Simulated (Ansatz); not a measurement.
**tetragonal ZrO2 (0 0 1) on zinc-blende GaAs (0 0 1) (film strained to the substrate, started from cuts of the bulks and a machine-learned relaxation; slabs As24Ga20 and Zr30O60, which can lie off the formulas)**

A periodic stack without vacuum, tetragonal ZrO2 (0 0 1) on zinc-blende GaAs (0 0 1) (film strained to the substrate, started from cuts of the bulks and a machine-learned relaxation; slabs As24Ga20 and Zr30O60, which can lie off the formulas): substrate slab As24Ga20, film Zr30O60, surface cells [[2, 0], [2, 2]] and [[-2, 1], [-1, -2]], film strained by +0.4 and +0.4 %, outermost planes As/As and O/O as cut, which need not be the usual terminations and can put a slab off its formula.

The start was prepared with a machine-learned potential, and the result is one local minimum, with the in-plane cell held and forces under 0.04 eV/Å; the film can end far from its bulk form.

Calculation: PBE (plane waves to 420 eV, PAW; Ansatz, a quantum-chemistry and plane-wave program). Scalar-relativistic, without spin–orbit coupling; the runs are not spin-polarised; PBE gaps are too small against experiment. Its k-point mesh 3×3×1, Fermi–Dirac width 0.05 eV.

| Property | Value |
|---|---|
| interface area | 66.0 Å² |
| period | 33.48 Å |
| heights between the nearest atoms of the two slabs at the two interfaces | 1.60 and 1.74 Å |
| As–Zr contacts across the interfaces within 1.22 times the sum of covalent radii | 11, mean 3.28 Å |
| As–O contacts across the interfaces within 1.22 times the sum of covalent radii | 2, mean 1.92 Å |

```yaml
crystal:
  lattice:
    - [8.12530, 0.00052, -0.06881]
    - [0.00076, 8.12414, 0.15312]
    - [-0.62501, 2.67071, 33.54184]
  atoms:
    - { symbol: As, position: [0.99034, 0.22246, 0.11814] }
    - { symbol: As, position: [0.49741, 0.19207, 0.11793] }
    - { symbol: As, position: [0.99855, 0.69159, 0.11477] }
    - { symbol: As, position: [0.50067, 0.71391, 0.11396] }
    - { symbol: As, position: [0.14456, 0.01603, 0.03166] }
    - { symbol: As, position: [0.83112, 0.99113, 0.03070] }
    - { symbol: As, position: [0.34714, 0.48773, 0.03513] }
    - { symbol: As, position: [0.65516, 0.46881, 0.03132] }
    - { symbol: As, position: [0.01559, 0.12871, 0.28760] }
    - { symbol: As, position: [0.51334, 0.12092, 0.28791] }
    - { symbol: As, position: [0.01365, 0.64306, 0.28822] }
    - { symbol: As, position: [0.51544, 0.64404, 0.28714] }
    - { symbol: As, position: [0.24742, 0.91587, 0.20071] }
    - { symbol: As, position: [0.75871, 0.92048, 0.20021] }
    - { symbol: As, position: [0.26108, 0.41897, 0.20349] }
    - { symbol: As, position: [0.75096, 0.42307, 0.20351] }
    - { symbol: As, position: [0.04578, 0.12923, 0.45722] }
    - { symbol: As, position: [0.53027, 0.16678, 0.45901] }
    - { symbol: As, position: [0.01778, 0.43855, 0.45958] }
    - { symbol: As, position: [0.53384, 0.47312, 0.45244] }
    - { symbol: As, position: [0.27452, 0.84557, 0.38005] }
    - { symbol: As, position: [0.77510, 0.84485, 0.37980] }
    - { symbol: As, position: [0.27891, 0.35887, 0.36713] }
    - { symbol: As, position: [0.77112, 0.34207, 0.36698] }
    - { symbol: Ga, position: [0.99918, 0.93887, 0.15487] }
    - { symbol: Ga, position: [0.49689, 0.93114, 0.16095] }
    - { symbol: Ga, position: [0.00189, 0.44049, 0.16318] }
    - { symbol: Ga, position: [0.50103, 0.43904, 0.15747] }
    - { symbol: Ga, position: [0.74029, 0.21281, 0.07329] }
    - { symbol: Ga, position: [0.23792, 0.21788, 0.07711] }
    - { symbol: Ga, position: [0.74804, 0.71653, 0.06920] }
    - { symbol: Ga, position: [0.24219, 0.75024, 0.07072] }
    - { symbol: Ga, position: [0.02012, 0.86775, 0.33477] }
    - { symbol: Ga, position: [0.51979, 0.85841, 0.33539] }
    - { symbol: Ga, position: [0.02004, 0.37002, 0.32696] }
    - { symbol: Ga, position: [0.52060, 0.36917, 0.32485] }
    - { symbol: Ga, position: [0.75923, 0.14772, 0.24468] }
    - { symbol: Ga, position: [0.26029, 0.14441, 0.24441] }
    - { symbol: Ga, position: [0.76073, 0.66040, 0.24490] }
    - { symbol: Ga, position: [0.25846, 0.65580, 0.24534] }
    - { symbol: Ga, position: [0.78308, 0.09963, 0.41851] }
    - { symbol: Ga, position: [0.28114, 0.10905, 0.41429] }
    - { symbol: Ga, position: [0.79019, 0.55465, 0.41403] }
    - { symbol: Ga, position: [0.25152, 0.55953, 0.41844] }
    - { symbol: Zr, position: [0.50877, 0.68943, 0.54354] }
    - { symbol: Zr, position: [0.70934, 0.27180, 0.54257] }
    - { symbol: Zr, position: [0.11162, 0.48507, 0.54099] }
    - { symbol: Zr, position: [0.32393, 0.07965, 0.53607] }
    - { symbol: Zr, position: [0.93097, 0.88274, 0.54207] }
    - { symbol: Zr, position: [0.60440, 0.98925, 0.62249] }
    - { symbol: Zr, position: [0.81043, 0.58580, 0.61932] }
    - { symbol: Zr, position: [0.21845, 0.78467, 0.62023] }
    - { symbol: Zr, position: [0.40478, 0.38791, 0.62167] }
    - { symbol: Zr, position: [0.00818, 0.18447, 0.62303] }
    - { symbol: O, position: [0.40900, 0.87572, 0.51051] }
    - { symbol: O, position: [0.58627, 0.49728, 0.50735] }
    - { symbol: O, position: [0.02763, 0.71207, 0.51325] }
    - { symbol: O, position: [0.24721, 0.30867, 0.51858] }
    - { symbol: O, position: [0.80533, 0.09106, 0.51792] }
    - { symbol: O, position: [0.42433, 0.86645, 0.59132] }
    - { symbol: O, position: [0.60498, 0.47833, 0.59201] }
    - { symbol: O, position: [0.01209, 0.69062, 0.59352] }
    - { symbol: O, position: [0.19455, 0.30122, 0.59622] }
    - { symbol: O, position: [0.80382, 0.08981, 0.59486] }
    - { symbol: O, position: [0.69007, 0.76024, 0.64772] }
    - { symbol: O, position: [0.88251, 0.36027, 0.64955] }
    - { symbol: O, position: [0.28346, 0.55939, 0.65117] }
    - { symbol: O, position: [0.47643, 0.15839, 0.65093] }
    - { symbol: O, position: [0.09275, 0.95800, 0.64888] }
    - { symbol: O, position: [0.72411, 0.76975, 0.56542] }
    - { symbol: O, position: [0.90208, 0.39299, 0.56608] }
    - { symbol: O, position: [0.30837, 0.58680, 0.57044] }
    - { symbol: O, position: [0.50665, 0.17266, 0.57030] }
    - { symbol: O, position: [0.12807, 0.98948, 0.56847] }
    - { symbol: Zr, position: [0.43567, 0.60902, 0.70427] }
    - { symbol: Zr, position: [0.63325, 0.20969, 0.70426] }
    - { symbol: Zr, position: [0.03231, 0.41295, 0.70363] }
    - { symbol: Zr, position: [0.23946, 0.00795, 0.70326] }
    - { symbol: Zr, position: [0.83576, 0.80793, 0.70244] }
    - { symbol: Zr, position: [0.54274, 0.88282, 0.78294] }
    - { symbol: Zr, position: [0.74515, 0.47941, 0.78276] }
    - { symbol: Zr, position: [0.14404, 0.67400, 0.78086] }
    - { symbol: Zr, position: [0.34297, 0.28184, 0.78418] }
    - { symbol: Zr, position: [0.94123, 0.07783, 0.78160] }
    - { symbol: O, position: [0.37184, 0.83793, 0.67387] }
    - { symbol: O, position: [0.56008, 0.43578, 0.67522] }
    - { symbol: O, position: [0.96183, 0.63576, 0.67382] }
    - { symbol: O, position: [0.15686, 0.23344, 0.67689] }
    - { symbol: O, position: [0.75957, 0.03702, 0.67503] }
    - { symbol: O, position: [0.34621, 0.79150, 0.75328] }
    - { symbol: O, position: [0.54363, 0.39225, 0.75435] }
    - { symbol: O, position: [0.94369, 0.58883, 0.75182] }
    - { symbol: O, position: [0.14565, 0.19136, 0.75583] }
    - { symbol: O, position: [0.74224, 0.99081, 0.75309] }
    - { symbol: O, position: [0.67457, 0.68307, 0.81057] }
    - { symbol: O, position: [0.86872, 0.27593, 0.81073] }
    - { symbol: O, position: [0.28068, 0.48640, 0.81329] }
    - { symbol: O, position: [0.47689, 0.08532, 0.81302] }
    - { symbol: O, position: [0.06497, 0.87318, 0.80829] }
    - { symbol: O, position: [0.64430, 0.69804, 0.73152] }
    - { symbol: O, position: [0.84181, 0.29768, 0.73222] }
    - { symbol: O, position: [0.24083, 0.50084, 0.73364] }
    - { symbol: O, position: [0.44222, 0.09919, 0.73382] }
    - { symbol: O, position: [0.04330, 0.89926, 0.73043] }
    - { symbol: Zr, position: [0.52260, 0.58134, 0.86402] }
    - { symbol: Zr, position: [0.72889, 0.17873, 0.86400] }
    - { symbol: Zr, position: [0.12249, 0.38550, 0.86641] }
    - { symbol: Zr, position: [0.33200, 0.98659, 0.86558] }
    - { symbol: Zr, position: [0.92244, 0.77079, 0.86054] }
    - { symbol: Zr, position: [0.60802, 0.92061, 0.94693] }
    - { symbol: Zr, position: [0.79698, 0.51578, 0.94545] }
    - { symbol: Zr, position: [0.20066, 0.69876, 0.93846] }
    - { symbol: Zr, position: [0.40795, 0.29174, 0.94628] }
    - { symbol: Zr, position: [0.99641, 0.10967, 0.94999] }
    - { symbol: O, position: [0.40294, 0.78936, 0.83644] }
    - { symbol: O, position: [0.60151, 0.38551, 0.83683] }
    - { symbol: O, position: [0.99111, 0.57161, 0.83223] }
    - { symbol: O, position: [0.20086, 0.18725, 0.83835] }
    - { symbol: O, position: [0.79618, 0.97989, 0.83561] }
    - { symbol: O, position: [0.41431, 0.81024, 0.91948] }
    - { symbol: O, position: [0.60426, 0.40536, 0.92020] }
    - { symbol: O, position: [0.00581, 0.58379, 0.91305] }
    - { symbol: O, position: [0.20611, 0.19279, 0.92158] }
    - { symbol: O, position: [0.80773, 0.00972, 0.91839] }
    - { symbol: O, position: [0.71919, 0.71589, 0.96981] }
    - { symbol: O, position: [0.92000, 0.31436, 0.97209] }
    - { symbol: O, position: [0.30471, 0.48321, 0.97874] }
    - { symbol: O, position: [0.50105, 0.09483, 0.97709] }
    - { symbol: O, position: [0.08811, 0.85611, 0.96543] }
    - { symbol: O, position: [0.71440, 0.68694, 0.89034] }
    - { symbol: O, position: [0.91679, 0.28385, 0.89174] }
    - { symbol: O, position: [0.31184, 0.49540, 0.89525] }
    - { symbol: O, position: [0.51226, 0.10821, 0.89509] }
    - { symbol: O, position: [0.12311, 0.86843, 0.88645] }
```
